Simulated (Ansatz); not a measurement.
An Ansatz (a quantum-chemistry and plane-wave program) input for hcp Ru (0 0 1) on corundum (0 0 1) (film strained to the substrate, faces as cut):

Ansatz 0.2 input:
```yaml
crystal:
  lattice:
    - [4.808751, 0.0, 0.001977177]
    - [-2.404376, 4.164501, -0.006063793]
    - [-1.991956707, -0.728732623, 28.15445005]
  atoms:
    - { symbol: Al, position: [0.05738482, 0.019478323, 0.118341081] }
    - { symbol: Al, position: [0.695222281, 0.342512138, 0.061301095] }
    - { symbol: Al, position: [0.385737435, 0.684442859, 0.108518904] }
    - { symbol: Al, position: [0.757430617, 0.364554751, 0.183751009] }
    - { symbol: O, position: [0.71352225, 0.000944315, 0.077365083] }
    - { symbol: O, position: [0.348334545, 0.33514157, 0.077310826] }
    - { symbol: O, position: [0.719191403, 0.694253165, 0.15365129] }
    - { symbol: O, position: [0.406867103, 1.000983656, 0.153672029] }
    - { symbol: O, position: [0.100313341, 0.382040282, 0.153658735] }
    - { symbol: O, position: [0.047783454, 0.700243548, 0.077367724] }
    - { symbol: Al, position: [0.805811799, 0.383172144, 0.27902665] }
    - { symbol: Al, position: [0.433235121, 0.701252142, 0.201506564] }
    - { symbol: Al, position: [0.129967068, 0.045704545, 0.261018974] }
    - { symbol: Al, position: [0.50251164, 0.728898172, 0.338429591] }
    - { symbol: O, position: [0.476188248, 0.374145454, 0.231071236] }
    - { symbol: O, position: [0.087515043, 0.678695338, 0.231116528] }
    - { symbol: O, position: [0.458582198, 0.054720032, 0.308192519] }
    - { symbol: O, position: [0.15503539, 0.361793176, 0.308318158] }
    - { symbol: O, position: [0.847834932, 0.750927996, 0.308217286] }
    - { symbol: O, position: [0.780969819, 0.067497421, 0.231077692] }
    - { symbol: Al, position: [0.549351085, 0.749237264, 0.431532847] }
    - { symbol: Al, position: [0.178050682, 0.066532241, 0.356550297] }
    - { symbol: Al, position: [0.877039934, 0.413422094, 0.421324995] }
    - { symbol: Al, position: [0.241697093, 0.09413412, 0.483265597] }
    - { symbol: O, position: [0.215475306, 0.73611936, 0.385623669] }
    - { symbol: O, position: [0.83246564, 0.048912953, 0.385584347] }
    - { symbol: O, position: [0.219086437, 0.428388305, 0.461321598] }
    - { symbol: O, position: [0.889293928, 0.735290981, 0.462418278] }
    - { symbol: O, position: [0.58321895, 0.098760738, 0.462206691] }
    - { symbol: O, position: [0.529729895, 0.432162621, 0.385601995] }
    - { symbol: Ru, position: [0.956735982, 0.571667776, 0.57928817] }
    - { symbol: Ru, position: [0.286798022, 0.227631397, 0.573951879] }
    - { symbol: Ru, position: [0.621944403, 0.90366812, 0.578727298] }
    - { symbol: Ru, position: [0.655490262, 0.594655427, 0.650813362] }
    - { symbol: Ru, position: [0.99514783, 0.263771092, 0.650792055] }
    - { symbol: Ru, position: [0.326096125, 0.934721364, 0.650699126] }
    - { symbol: Ru, position: [0.029948385, 0.616936585, 0.726131604] }
    - { symbol: Ru, position: [0.364487958, 0.284394458, 0.727972339] }
    - { symbol: Ru, position: [0.698063423, 0.951083695, 0.726591313] }
    - { symbol: Ru, position: [0.737295189, 0.634694328, 0.801352347] }
    - { symbol: Ru, position: [0.067682659, 0.300356125, 0.801524275] }
    - { symbol: Ru, position: [0.402269577, 0.965160825, 0.801248746] }
    - { symbol: Ru, position: [0.108682082, 0.647913757, 0.878010354] }
    - { symbol: Ru, position: [0.441100295, 0.313076411, 0.876888808] }
    - { symbol: Ru, position: [0.774044216, 0.979788425, 0.878008666] }
    - { symbol: Ru, position: [0.807814221, 0.654332049, 0.950147104] }
    - { symbol: Ru, position: [0.147306888, 0.326140499, 0.949794057] }
    - { symbol: Ru, position: [0.479588258, 0.997425825, 0.950396891] }
basis:
  ecutwfc: 420
  ecutrho_ratio: 4
  xc_grid: 2
kpoints:
  mp_grid: { grid: [6, 6, 1] }
hamiltonian:
  xc: pbe
  dispersion: none
  pseudopotentials: { kind: paw }
scf:
  n_extra_bands: 54
  occupations: { method: fermi_dirac, width: 0.05 }
output:
  forces: true
  stress: true
  eigenstates:
    kpoints:
      - [0, 0, 0]
      - [0.5, 0, 0]
      - [0, 0.5, 0]
      - [0.5, 0.5, 0]
    e_range: [-3.5, 3.5]
    localisation: true
relax:
  f_tol: 0.04
  max_steps: 70
  cell: { fix: [a, b, gamma], stress_tol: 0.3 }
```

These are PBE (plane waves to 420 eV, PAW; Ansatz) values and carry that method's errors. Scalar-relativistic, without spin–orbit coupling; the runs are not spin-polarised. Its k-point mesh 6×6×1, Fermi–Dirac width 0.05 eV.

**Question.** What does the end of the output print (band table and long remarks left out, numbers rounded to eight decimals)?

**Answer.** 
```
SCF converged after 9 iterations
Free energy (F): -122517.616926 eV
Harris-Foulkes:  -122517.616926 eV  (|F-HF|=1.30e-8)
Internal energy: -122517.448392 eV  (E = F + TS)
E sigma→0 (E₀):  -122517.532659 eV
Entropy (-TS):   -0.168533 eV (-3.511 meV/atom)
Fermi energy:    15.932738 eV
--- Per-component energies (eV) ---
  E_band       = -2150.817840
  E_kinetic    = 12768.804539
  E_local      = -150239.805790  (includes V_loc(G=0)·N_el)
  E_nonlocal   = 7152.717264
  E_hartree    = 69616.717171
  E_xc         = -5255.691660
  E_vxc        = -6376.812452  (∫ρ·V_xc dr)
  E_paw        = -70757.548158  (= ΣΔE_a)
  E_vpaw       = -4689.165348  (= ΣTr[D̂ρ^β])
  E_aug_tail   = 0.042064  (compensation charges beyond the density's cutoff)
  E_ewald      = 14197.316177
  E_smearing   = -0.168533  (= −TS)
  E_closure    = 0.000000  (closes the sum)
  Σ components = -122517.616926   (vs F -122517.616926, Δ=0.00e0)
--- Forces (eV/Å), atoms counted from 1 ---
  atom   1  Al    -0.00065801     0.00137857    -0.00354488
  atom   2  Al     0.00058395     0.00034682    -0.00508990
  atom   3  Al     0.00037062     0.00116613    -0.01539631
  atom   4  Al    -0.00166775     0.00007633    -0.00119202
  atom   5  O     -0.00044959    -0.00094739     0.00299180
  atom   6  O     -0.00069494     0.00130584     0.00455102
  atom   7  O      0.00162659    -0.00151331     0.00280838
  atom   8  O     -0.00004824     0.00161924     0.00320612
  atom   9  O     -0.00141361    -0.00217383     0.00234947
  atom  10  O      0.00075729    -0.00142718     0.00461824
  atom  11  Al     0.00091788    -0.00066505     0.02133624
  atom  12  Al     0.00018055    -0.00153001     0.01241958
  atom  13  Al    -0.00141052    -0.00046277     0.01343607
  atom  14  Al    -0.00027239     0.00005534     0.00787098
  atom  15  O     -0.00236721    -0.00028511    -0.01000945
  atom  16  O      0.00088396     0.00355314    -0.00957186
  atom  17  O      0.00100993     0.00067789    -0.00920591
  atom  18  O     -0.00160343     0.00074505    -0.00892072
  atom  19  O     -0.00002396    -0.00170936    -0.00940886
  atom  20  O      0.00223903    -0.00180635    -0.00938037
  atom  21  Al     0.00031376    -0.00067493     0.00354313
  atom  22  Al     0.00064300    -0.00035840     0.01260313
  atom  23  Al     0.00070520    -0.00047842    -0.00375833
  atom  24  Al    -0.00060614     0.00004328    -0.00146023
  atom  25  O     -0.00011953     0.00039060    -0.00390997
  atom  26  O     -0.00029665     0.00060762    -0.00315555
  atom  27  O      0.00123500    -0.00088173     0.00417014
  atom  28  O      0.00030039     0.00187645     0.00147295
  atom  29  O     -0.00109486    -0.00076223     0.00095470
  atom  30  O     -0.00055377    -0.00014174    -0.00265920
  atom  31  Ru    -0.00238608     0.00107121     0.00268207
  atom  32  Ru     0.00203380    -0.00029804    -0.01121604
  atom  33  Ru     0.00070218    -0.00116069     0.00506452
  atom  34  Ru     0.00094070    -0.00324115    -0.00043430
  atom  35  Ru     0.00210112    -0.00162491     0.00216859
  atom  36  Ru    -0.00210882     0.00550615    -0.00190029
  atom  37  Ru    -0.00087705     0.00082927     0.00486330
  atom  38  Ru    -0.00064292     0.00033092    -0.01397028
  atom  39  Ru     0.00031034     0.00010744     0.00832091
  atom  40  Ru     0.00122870    -0.00073022    -0.00665181
  atom  41  Ru     0.00093602    -0.00022248    -0.00685176
  atom  42  Ru    -0.00060611     0.00011603     0.01495838
  atom  43  Ru    -0.00231579     0.00450499     0.00108193
  atom  44  Ru     0.00282167    -0.00552032     0.00133305
  atom  45  Ru    -0.00080759     0.00184490    -0.00220000
  atom  46  Ru     0.00379750    -0.00322052    -0.00367080
  atom  47  Ru     0.00114721     0.00344891    -0.00523514
  atom  48  Ru    -0.00476530     0.00023595     0.00981522
  max |Σ_I F_I| component: 1.74e-4 eV/Å
--- Stress (GPa, compression-positive) ---
       -1.753256       0.000778      -0.027309
        0.000777      -1.772904       0.015572
       -0.027313       0.015561      -0.270730
  P = ⅓ Tr σ = -1.2656 GPa (-12.656 kbar)
--- Relaxed structure (9 steps of the walk, 8 accepted, 1 SCFs on fresh bases) ---
  F+E_penalty+E_count = -122517.61692560 eV   max|allowed force component| = 2.134e-2 eV/Å   (the final SCF, on the basis selected at the relaxed cell)
  cell:  # Å, volume = 526.3263 Å³
    - [4.80760713, 0.00060703, -0.10489731]
    - [-2.40318918, 4.16387118, 0.10482291]
    - [-2.61656278, -0.34278533, 26.34318213]
  atoms:
    - { symbol: Al, position: [-0.00591428, 0.01318468, 0.10482926] }
    - { symbol: Al, position: [0.61882535, 0.34649160, 0.04193469] }
    - { symbol: Al, position: [0.32052860, 0.67983603, 0.09459002] }
    - { symbol: Al, position: [0.70772958, 0.34666315, 0.17526570] }
    - { symbol: O, position: [0.63988592, -0.00158189, 0.06009069] }
    - { symbol: O, position: [0.27382194, 0.33748168, 0.06006784] }
    - { symbol: O, position: [0.66316676, 0.68160104, 0.14253903] }
    - { symbol: O, position: [0.35088837, 0.98888795, 0.14253948] }
    - { symbol: O, position: [0.04365017, 0.36933191, 0.14253906] }
    - { symbol: O, position: [-0.02099688, 0.70352662, 0.06008161] }
    - { symbol: Al, position: [0.77582014, 0.34677609, 0.27740195] }
    - { symbol: Al, position: [0.38706341, 0.68002379, 0.19419884] }
    - { symbol: Al, position: [0.09623286, 0.01345439, 0.25801293] }
    - { symbol: Al, position: [0.48498032, 0.68020251, 0.34122508] }
    - { symbol: O, position: [0.43619802, 0.34765681, 0.22619459] }
    - { symbol: O, position: [0.04806751, 0.65218914, 0.22619262] }
    - { symbol: O, position: [0.43594644, 0.01266438, 0.30930239] }
    - { symbol: O, position: [0.13120043, 0.31985114, 0.30930074] }
    - { symbol: O, position: [0.82404661, 0.70795573, 0.30930371] }
    - { symbol: O, position: [0.74077161, 0.04032544, 0.22619476] }
    - { symbol: Al, position: [0.55140524, 0.68028026, 0.44086651] }
    - { symbol: Al, position: [0.16429849, 0.01352598, 0.36017054] }
    - { symbol: Al, position: [0.87786268, 0.34693542, 0.43062238] }
    - { symbol: Al, position: [0.25307283, 0.01360434, 0.49349899] }
    - { symbol: O, position: [0.20885338, 0.67862868, 0.39294350] }
    - { symbol: O, position: [0.82842783, -0.00916156, 0.39294197] }
    - { symbol: O, position: [0.23204789, 0.36172294, 0.47537229] }
    - { symbol: O, position: [0.89287612, 0.65652689, 0.47539121] }
    - { symbol: O, position: [0.59816430, 0.02260738, 0.47540799] }
    - { symbol: O, position: [0.52109796, 0.37123651, 0.39293706] }
    - { symbol: Ru, position: [0.95387351, 0.66281075, 0.56834345] }
    - { symbol: Ru, position: [0.30193852, 0.36307625, 0.56808658] }
    - { symbol: Ru, position: [0.65307921, 1.01382924, 0.56832834] }
    - { symbol: Ru, position: [0.68777208, 0.67954420, 0.64587481] }
    - { symbol: Ru, position: [1.02169710, 0.34644280, 0.64602993] }
    - { symbol: Ru, position: [0.35424008, 1.01322189, 0.64528822] }
    - { symbol: Ru, position: [0.07621985, 0.68056635, 0.72721634] }
    - { symbol: Ru, position: [0.40871036, 0.34590879, 0.72687309] }
    - { symbol: Ru, position: [0.74141926, 1.01310630, 0.72718148] }
    - { symbol: Ru, position: [0.79546767, 0.67935331, 0.80820310] }
    - { symbol: Ru, position: [0.13022870, 0.34679088, 0.80822544] }
    - { symbol: Ru, position: [0.46298723, 1.01399202, 0.80853906] }
    - { symbol: Ru, position: [0.18395165, 0.68035940, 0.88953791] }
    - { symbol: Ru, position: [0.51743264, 0.34668960, 0.89012620] }
    - { symbol: Ru, position: [0.84998470, 1.01349795, 0.88937989] }
    - { symbol: Ru, position: [0.91785893, 0.69717626, 0.96707039] }
    - { symbol: Ru, position: [0.21863688, 0.34608707, 0.96708682] }
    - { symbol: Ru, position: [0.56982524, 0.99689777, 0.96733323] }
```

Cost: around 90 core-minutes (rough).
